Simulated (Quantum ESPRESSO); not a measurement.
Short convergence ladders for the (001) slab of Pb (cut from a parent of space group no. 194; 2 atoms in the cell)

```
Pb
1.0
    3.45423     0.00000     0.00000
   -1.72712     2.99145     0.00000
    0.00000     0.00000    16.98370
Pb
2
Cartesian
  0.00000   1.99430   7.00000
  1.72712   0.99715   9.98370
```

Base method: PBEsol, PseudoDojo standard norm-conserving (PBESOL) pseudopotentials (plane waves; Quantum ESPRESSO).

Base settings: ecutwfc = 65 Ry; occupations = smearing; smearing = gauss; degauss = 0.0073499 Ry; potentials = {Pb: Pb.upf}; K_POINTS = automatic 5 5 1 0 0 0; conv_thr = 1e-09 Ry; mixing_beta = 0.4.

The count of work is k-points × plane waves × bands × iterations; it is no time. 

**The vacuum**

The mesh stays at the base's, so the ladder's end is converged at best in this setting alone.

Only quantities that move along the ladder and can be compared are tabulated.

| vacuum between outermost atoms (Å) | free energy less the last step's (meV/atom) | largest difference of a force vector from the last step's (eV/Å) | count of work / last |
|---|---|---|---|
| 3.0 | -309.98 | 0.741 | 0.15 |
| 4.0 | -319.44 | 1.117 | 0.17 |
| 5.0 | -135.01 | 0.676 | 0.29 |
| 6.0 | -47.18 | 0.227 | 0.30 |
| 7.0 | -15.72 | 0.065 | 0.34 |
| 8.0 | -5.13 | 0.023 | 0.33 |
| 10.0 | -0.49 | 0.002 | 0.44 |
| 12.0 | -0.04 | 0.004 | 0.50 |
| 14.0 | -0.01 | 0.004 | 0.57 |
| 17.0 | -0.01 | 0.004 | 0.67 |
| 20.0 | 0.00 | 0.004 | 0.70 |
| 25.0 | -0.01 | 0.004 | 0.94 |
| 30.0 | 0.00 | 0.000 | 1.0 |

Smallest vacuum between outermost atoms (Å) that holds the forces within 0.02 eV/Å of the last step, with all finer ones: 10.0, at 0.44 of the last step's count of work; the step before is off by 0.023 eV/Å.

Smallest vacuum between outermost atoms (Å) that holds the free energy within 1 meV/atom of the last step, with all finer ones: 10.0, at 0.44 of the last step's count of work; the step before is off by 5.1 meV/atom.

**The k-point mesh**

Only quantities that move along the ladder and can be compared are tabulated.

| K_POINTS | free energy less the last step's (meV/atom) | largest difference of a force vector from the last step's (eV/Å) | count of work / last |
|---|---|---|---|
| automatic 2 2 1 0 0 0 | -1306.96 | 1.206 | 0.027 |
| automatic 3 3 1 0 0 0 | 299.70 | 1.011 | 0.041 |
| automatic 4 4 1 0 0 0 | 117.32 | 0.305 | 0.055 |
| automatic 5 5 1 0 0 0 | 64.75 | 0.124 | 0.069 |
| automatic 6 6 1 0 0 0 | 16.45 | 0.312 | 0.096 |
| automatic 7 7 1 0 0 0 | -11.27 | 0.022 | 0.11 |
| automatic 8 8 1 0 0 0 | -11.15 | 0.025 | 0.13 |
| automatic 9 9 1 0 0 0 | 4.76 | 0.246 | 0.15 |
| automatic 11 11 1 0 0 0 | 1.66 | 0.013 | 0.22 |
| automatic 13 13 1 0 0 0 | -1.77 | 0.015 | 0.26 |
| automatic 15 15 1 0 0 0 | 11.37 | 0.010 | 0.37 |
| automatic 18 18 1 0 0 0 | 0.35 | 0.013 | 0.51 |
| automatic 21 21 1 0 0 0 | 0.85 | 0.054 | 0.60 |
| automatic 24 24 1 0 0 0 | 0.34 | 0.021 | 0.84 |
| automatic 28 28 1 0 0 0 | 0.00 | 0.000 | 1.0 |

Coarsest K_POINTS that holds the forces within 0.005 eV/Å: not settled: the last two steps still differ by 0.021 eV/Å, over half the tolerance, so the ladder does not show it.

Coarsest K_POINTS that holds the free energy within 2 meV/atom of the last step, with all finer ones: automatic 18 18 1 0 0 0; the step before is off by 11 meV/atom.

Two neighbours can agree and both be off: automatic 7 7 1 0 0 0 and automatic 8 8 1 0 0 0 differ by 0.12 meV/atom in the free energy, yet lie about 11 meV/atom from the last step.

**The plane-wave cutoff**

The mesh stays at the base's, so the ladder's end is converged at best in this setting alone.

Only quantities that move along the ladder and can be compared are tabulated.

| ecutwfc | free energy less the last step's (meV/atom) | largest difference of a force vector from the last step's (eV/Å) | count of work / last |
|---|---|---|---|
| 32 Ry | 3398.08 | 0.014 | 0.12 |
| 39 Ry | 417.17 | 0.005 | 0.14 |
| 46 Ry | 32.48 | 0.001 | 0.18 |
| 55 Ry | 2.01 | 0.000 | 0.28 |
| 65 Ry | 0.75 | 0.002 | 0.32 |
| 78 Ry | 0.40 | 0.003 | 0.43 |
| 98 Ry | 0.11 | 0.002 | 0.60 |
| 130 Ry | 0.00 | 0.000 | 1.0 |

Coarsest ecutwfc that holds the forces within 0.01 eV/Å of the last step, with all finer ones: 39 Ry, at 0.14 of the last step's count of work; the step before is off by 0.014 eV/Å.

Coarsest ecutwfc that holds the free energy within 1 meV/atom of the last step, with all finer ones: 65 Ry, at 0.32 of the last step's count of work; the step before is off by 2.0 meV/atom.

On the base run: the starting cell comes from a database of computed structures (which also holds hypothetical and non-ambient phases and stackings), without a prior relaxation at this level. The slab is cut from that crystal, and its faces are unrelaxed. Its lattice was rescaled by up to half a per cent. Without a gap this mesh is coarse (it stands for a supercell whose shortest in-plane vector is 17 Å).
